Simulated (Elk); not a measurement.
**Elk run on SnBi3 (I4/mmm, 4 atoms in the cell): self-consistent single point**

Method: PBEsol, all-electron FP-LAPW, Elk's shipped species files, APW+lo basis with extra local orbitals in Elk.

Input:

```
tasks
  0

xctype
  22

rgkmax
  7.5

gmaxvr
  16.0

nxlo
  2

lorbcnd
  .true.

lmaxi
  3

swidth
  0.00367493

maxscl
  100

scale
  12.41074786

avec
   -0.3579117458    0.3579117458    0.8624374554
    0.3579117458   -0.3579117458    0.8624374554
    0.3579117458    0.3579117458   -0.8624374554

atoms
  2
  'Sn.in'
  1
  0.0000000000  0.0000000000  0.0000000000    0.0 0.0 0.0
  'Bi.in'
  3
  0.5000000000  0.5000000000  0.0000000000    0.0 0.0 0.0
  0.2500000000  0.7500000000  0.5000000000    0.0 0.0 0.0
  0.7500000000  0.2500000000  0.5000000000    0.0 0.0 0.0

ngridk
  6 6 6
```

Output, abridged:

```
│ Elk code version 10.2.4 │

All units are atomic (Hartree, Bohr, etc.)

│ Ground-state run starting from atomic densities │

Lattice vectors :
  -4.441952433       4.441952433       10.70349380
   4.441952433      -4.441952433       10.70349380
   4.441952433       4.441952433      -10.70349380

Unit cell volume      :    844.7600369
Brillouin zone volume :   0.2936339346

Muffin-tin inner radius fraction :   0.1000000000E-01

Nuclei treated as point charges

Species :    1 (Sn)
 parameters loaded from : Sn.in
 name : tin
 nuclear charge    :   -50.00000000
 electronic charge :    50.00000000
 atomic mass :    216395.0920
 muffin-tin radius :    2.600000000
 number of radial points in muffin-tin :    597
 atomic positions (lattice), magnetic fields (Cartesian) :
   1 :   0.00000000  0.00000000  0.00000000    0.00000000  0.00000000  0.00000000

Species :    2 (Bi)
 parameters loaded from : Bi.in
 name : bismuth
 nuclear charge    :   -83.00000000
 electronic charge :    83.00000000
 atomic mass :    380947.9282
 muffin-tin radius :    2.800000000
 number of radial points in muffin-tin :    697
 atomic positions (lattice), magnetic fields (Cartesian) :
   1 :   0.50000000  0.50000000  0.00000000    0.00000000  0.00000000  0.00000000
   2 :   0.25000000 -0.25000000  0.50000000    0.00000000  0.00000000  0.00000000
   3 :  -0.25000000  0.25000000  0.50000000    0.00000000  0.00000000  0.00000000

Total number of atoms per unit cell :    4

Spin treatment :
 spin-unpolarised

Number of Bravais lattice symmetries :   16
Number of crystal symmetries         :   16
Crystal has inversion symmetry
Real symmetric eigensolver will be used

k-point grid :      6     6     6
k-point offset :    0.000000000       0.000000000       0.000000000
k-point set is reduced with full crystal symmetry group
Total number of k-points :       30

Muffin-tin radius times maximum |G+k| :    7.500000000
 using average radius
   [... lines left out ...]
Maximum |G| for potential and density :    16.00000000
 potential will be trimmed for |G| > 2 gkmax
Constant for pseudocharge density :   11
Radial integration step length :    4

G-vector grid sizes :     64    64    64
Number of G-vectors :    58399

Maximum angular momentum used for
 APW functions                      :    8
 outer part of muffin-tin           :    6
 inner part of muffin-tin           :    3

Total nuclear charge    :   -299.0000000
Total core charge       :    234.0000000
Total valence charge    :    65.00000000
Total excess charge     :    0.000000000
Total electronic charge :    299.0000000

Effective Wigner radius, rₛ :   0.8769830259

Number of empty states         :   16
Total number of valence states :   49
Total number of core states    :  234

Conduction state local-orbitals added automatically
Total number of local-orbitals :  322

Exchange-correlation functional :     22     0     0
 PBEsol, Phys. Rev. Lett. 100, 136406 (2008)
 gradient requirement :    1
 generalised gradient approximation (GGA)

Smearing type :    3
 Fermi-Dirac
Smearing width :   0.3674930000E-02
Effective electronic temperature (K) :    1160.451112

Mixing type :    3
 Broyden mixing, J. Phys. A: Math. Gen. 17, L317 (1984)

Kohn-Sham potential initialised from atomic data
│ Self-consistent loop started │
│ Loop number : 1 │
 total energy                :     -70927.5862099
│ Loop number : 2 │
 total energy                :     -70927.6135101
RMS change in Kohn-Sham potential (target) :   0.1121561159     (  0.1000000000E-05)
Absolute change in total energy (target)   :   0.2730022564E-01 (  0.1000000000E-03)
│ Loop number : 3 │
 total energy                :     -70926.8909940
RMS change in Kohn-Sham potential (target) :   0.1067156836     (  0.1000000000E-05)
Absolute change in total energy (target)   :   0.7156910508     (  0.1000000000E-03)
│ Loop number : 4 │
 total energy                :     -70916.1089621
RMS change in Kohn-Sham potential (target) :   0.8594970863E-01 (  0.1000000000E-05)
Absolute change in total energy (target)   :    10.96095468     (  0.1000000000E-03)
│ Loop number : 5 │
 total energy                :     -70907.6586243
RMS change in Kohn-Sham potential (target) :   0.3671409751E-01 (  0.1000000000E-05)
Absolute change in total energy (target)   :    11.19057646     (  0.1000000000E-03)
   [... lines left out ...]
Absolute change in total energy (target)   :   0.5540070124E-03 (  0.1000000000E-03)
│ Loop number : 14 │
 total energy                :     -70904.1133344
RMS change in Kohn-Sham potential (target) :   0.7317537546E-06 (  0.1000000000E-05)
Absolute change in total energy (target)   :   0.5075247900E-03 (  0.1000000000E-03)
│ Loop number : 15 │
 total energy                :     -70904.1135313
RMS change in Kohn-Sham potential (target) :   0.1978527146E-06 (  0.1000000000E-05)
Absolute change in total energy (target)   :   0.3237451456E-03 (  0.1000000000E-03)
│ Loop number : 16 │
 total energy                :     -70904.1135778
RMS change in Kohn-Sham potential (target) :   0.6713620054E-07 (  0.1000000000E-05)
Absolute change in total energy (target)   :   0.1274041570E-03 (  0.1000000000E-03)
│ Loop number : 17 │
 total energy                :     -70904.1135690
RMS change in Kohn-Sham potential (target) :   0.1637394789E-07 (  0.1000000000E-05)
Absolute change in total energy (target)   :   0.2312475408E-04 (  0.1000000000E-03)
Convergence targets achieved

│ Loop number : 18 │

Energies :
 Fermi                       :     0.241515458956
 sum of eigenvalues          :     -43841.3638179
 electron kinetic            :      82211.6290230
 core electron kinetic       :      81529.0789346
 Coulomb                     :     -151774.095983
 Coulomb potential           :     -124286.242804
 nuclear-nuclear             :     -4594.96243491
 electron-nuclear            :     -170072.024292
 Hartree                     :      22892.8907437
 Madelung                    :     -89630.9745808
 xc potential                :     -1766.75003647
 exchange                    :     -1321.50774687
 correlation                 :     -20.1355148010
 electron entropic           :    -0.334426540330E-02
 total energy                :     -70904.1135659

Density of states at Fermi energy :    75.67735799
 (states/Hartree/unit cell)

Estimated indirect band gap :   0.8567297324E-03
 from k-point     22 to k-point     27
Estimated direct band gap   :   0.1632354336E-02
 at k-point     27

Charges :
 core                        :    234.0000000
 valence                     :    65.00000000
 interstitial                :    7.678439926
 muffin-tins (core leakage)
  species :    1 (Sn)
   atom    1                 :    47.98024375     (  0.6690514232E-04)
  species :    2 (Bi)
   atom    1                 :    81.10707685     (  0.6745234456E-03)
   atom    2                 :    81.11711974     (  0.6754962212E-03)
   atom    3                 :    81.11711974     (  0.6754962212E-03)
 total in muffin-tins        :    291.3215601
 total calculated charge     :    298.9945595
 total charge                :    299.0000000
 error                       :   0.5440539382E-02

│ Self-consistent loop stopped │
```

The run converged in 18 iterations. The count includes the last loop, which Elk runs after its targets are met.

The starting cell comes from a database of computed structures (which also holds hypothetical and non-ambient phases and stackings), without a prior relaxation at this level. Spin-orbit coupling is off. Values depend on the basis (sphere radii, cutoffs, local orbitals), which need not be converged. The log's line on a gap gives a spacing of levels on this mesh, which the program prints for metals too.

Cost on one core of a shared machine: roughly 2 min.
